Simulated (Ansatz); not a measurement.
Take BaTiO$_{3}$ (space group P4mm, No. 99; a = 3.973 Å, c = 4.112 Å) as the base.

Level of theory: r2SCAN/PAW in Ansatz (an electronic-structure program), without spin-orbit coupling, earlier PAW set.

One change was made to it. Results:

```tsv
quantity	base	after
gap character	–	direct at Γ
band gap	2.23 eV	2.43 eV
density	5.97 g/cm³	7.75 g/cm³
```

Question: Which of these changes matches the shifts?
A. pressure 75 GPa
B. pressure 15 GPa
C. pressure −2 GPa

Answer: A, pressure 75 GPa. For comparison, the band gap in the other runs: pressure −2 GPa gives 2.22 eV; pressure 15 GPa gives 2.36 eV.

Load acts through the strain it causes; cell and atoms are relaxed under it. No phonon test of stability was made. No other phases were tried under pressure. All final runs are without spin polarisation. Along this pressure series the structure jumps between pressure 7 GPa and pressure 15 GPa; cells beyond that are another form of it. Labels are those of the standard path for the cell's own space group.
